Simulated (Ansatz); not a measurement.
**Input and output of a self-consistent single point for AgI (F-43m, 2 atoms in the cell) (Ansatz, an electronic-structure program)**

Method of the run: LDA (PW92), default PAW files made with PBE (plane waves; Ansatz).

Input:

Ansatz 0.2 input:
```yaml
crystal:
  lattice:
    - [0.00000000, 3.26625000, 3.26625000]
    - [3.26625000, 0.00000000, 3.26625000]
    - [3.26625000, 3.26625000, 0.00000000]
  atoms:
    - { symbol: Ag, position: [0.00000000, 0.00000000, 0.00000000] }
    - { symbol: I, position: [0.25000000, 0.25000000, 0.25000000] }
basis:
  ecutwfc: 420.0
kpoints:
  mp_grid:
    grid: [7, 7, 7]
hamiltonian:
  xc: lda
  pseudopotentials:
    kind: paw
scf:
  occupations:
    method: fermi_dirac
    width: 0.05
output:
  forces: true
  eigenvalues: true
  stress: true
```

Output, abridged:

```
WARN ansatz: RAYON_NUM_THREADS=1 ignored (pool sized by the plan → 1); use --threads N
Pseudopotentials: kind: paw
Pseudopotential: Ag, paw, valence charge 19
Pseudopotential: I, paw, valence charge 17
Crystal: 2 atoms, lattice volume = 69.691 Å³
Basis set: ecut = 420 eV, 1363 PW (Γ)
Bands: 22, of which v1, the nominal top of the filled ones, is band 18 counted from 1 (17 counted from 0)
Symmetry: 24 space group operations
Space group: F-43m (ITA 216), of the structure as read, at distance tolerance 4.1e-5 Å
k-points: 20 of 343 (time reversal used)
PAW frozen core: Ag, regenerated for the run's functional, and the local potential with it
PAW frozen core: I, regenerated for the run's functional, and the local potential with it
Initial density: superposition of atomic densities (neutral atoms: chi_scale 0, normalization atom), corrected by the library's trained network
Initial wavefunctions: pseudopotential atomic-orbital guess
Eigensolver: davidson
Functional: x = slater, c = lda
SCF iter   1: F=—  HF=-14814.261954 eV  |F-HF|=—  |Δ(HF+E_count)|=         —  Δρ=7.29e-3  dr2=2.96e-2  ethr=1.77e-3  ⟨swp⟩=6.0  Hψ=2143  notcnv=0
all-band conjugate gradients solve this SCF's bands
preconditioner: auto → none
SCF iter   2: F=—  HF=-14814.254575 eV  |F-HF|=—  |Δ(HF+E_count)|=   7.38e-3  Δρ=3.50e-3  dr2=5.46e-3  ethr=8.23e-5  ⟨swp⟩=2.0  Hψ=1011  notcnv=0
SCF iter   3: F=—  HF=-14814.253282 eV  |F-HF|=—  |Δ(HF+E_count)|=   1.29e-3  Δρ=1.58e-3  dr2=8.44e-4  ethr=1.52e-5  ⟨swp⟩=2.1  Hψ=759  notcnv=0
SCF iter   4: F=—  HF=-14814.253162 eV  |F-HF|=—  |Δ(HF+E_count)|=   1.20e-4  Δρ=5.45e-4  dr2=1.01e-4  ethr=2.34e-6  ⟨swp⟩=2.0  Hψ=545  notcnv=0
SCF iter   5: F=—  HF=-14814.253145 eV  |F-HF|=—  |Δ(HF+E_count)|=   1.68e-5  Δρ=6.23e-5  dr2=1.63e-6  ethr=2.81e-7  ⟨swp⟩=2.1  Hψ=649  notcnv=0
SCF iter   6: F=—  HF=-14814.253160 eV  |F-HF|=—  |Δ(HF+E_count)|=   1.52e-5  Δρ=8.56e-6  dr2=3.09e-8  ethr=2.78e-10  ⟨swp⟩=5.5  Hψ=2295  notcnv=0
SCF iter   7: F=-14814.253160 eV  HF=-14814.253160 eV  |F-HF|=1.22e-9  |Δ(HF+E_count)|=   1.93e-9  Δρ=1.72e-6  dr2=1.76e-9  ethr=8.57e-11  ⟨swp⟩=2.0  Hψ=1507  notcnv=0
SCF 1 converged in 7 iterations: F = -14814.253160 eV  dr2 = 1.76e-9
SCF converged after 7 iterations
Free energy (F): -14814.253160 eV
Harris-Foulkes:  -14814.253160 eV  (|F-HF|=1.22e-9)
Internal energy: -14814.253160 eV  (E = F + TS)
E sigma→0 (E₀):  -14814.253160 eV
Entropy (-TS):   -0.000000 eV (-0.000 meV/atom)
Fermi energy:    6.787750 eV
--- Per-component energies (eV) ---
  E_band       = -797.745230
  E_kinetic    = 717.350056
  E_local      = -5557.292868  (includes V_loc(G=0)·N_el)
  E_nonlocal   = 3.450493
  E_hartree    = 2618.272588
  E_xc         = -309.067360
  E_vxc        = -360.803025  (∫ρ·V_xc dr)
  E_paw        = -8432.904231  (= ΣΔE_a)
  E_vpaw       = -836.998144  (= ΣTr[D̂ρ^β])
  E_aug_tail   = 0.000298  (compensation charges beyond the density's cutoff)
  E_ewald      = -3855.568158
  E_core_change = 1.506023  (= ΣΔE_core)
  E_smearing   = -0.000000  (= −TS)
  E_closure    = -0.000000  (closes the sum)
  Σ components = -14814.253160   (vs F -14814.253160, Δ=0.00e0)
--- Forces (eV/Å), atoms counted from 1 ---
  atom   1  Ag     0.00000000     0.00000000    -0.00000000
  atom   2  I     -0.00000000     0.00000000     0.00000000
  max |Σ_I F_I| component: 9.11e-18 eV/Å
--- Stress (GPa, compression-positive) ---
       -2.827415       0.000000      -0.000000
        0.000000      -2.827415       0.000000
       -0.000000       0.000000      -2.827415
  P = ⅓ Tr σ = -2.8274 GPa (-28.274 kbar)
  The stress holds the Pulay correction. Without it, at fixed plane waves, as pw.x and ABINIT print it: P = -2.8520 GPa
--- Band table (eV; the first three rows and the last of 20) ---
  k-point 0: bands = ["-84.1273", "-47.7071", "-47.7071", "-47.7071", "-38.4859", "-38.4859", "-38.4859", "-38.4825", "-38.4825", "-6.5879", "2.0814", "2.0814", "2.0814", "3.1971", "3.1971", "6.2246", "6.2246", "6.2246", "7.2795", "11.9089", [...]
  k-point 1: bands = ["-84.1273", "-47.7071", "-47.7071", "-47.7071", "-38.4859", "-38.4859", "-38.4859", "-38.4825", "-38.4825", "-6.5378", "2.0492", "2.1153", "2.1153", "3.1928", "3.1928", "5.3657", "6.0863", "6.0863", "8.0556", "11.6205", [...]
  k-point 2: bands = ["-84.1273", "-47.7072", "-47.7071", "-47.7071", "-38.4860", "-38.4859", "-38.4859", "-38.4825", "-38.4825", "-6.4215", "2.0261", "2.1885", "2.1885", "3.1972", "3.1972", "4.2444", "5.7882", "5.7882", "8.6910", "11.9490", [...]
  k-point 19: bands = ["-84.1273", "-47.7072", "-47.7072", "-47.7071", "-38.4861", "-38.4860", "-38.4859", "-38.4824", "-38.4824", "-6.2247", "2.1101", "2.3509", "2.5654", "3.1322", "3.3147", "3.5098", "4.1874", "4.7510", "10.5130", "11.2912", [...]
```

The run converged in 7 iterations.

The starting cell has typed, rounded lattice constants, without a prior relaxation at this level. Its lattice was rescaled by up to half a per cent. Spin-orbit coupling is off. Ansatz's pressure includes its estimate of the finite-basis (Pulay) stress.
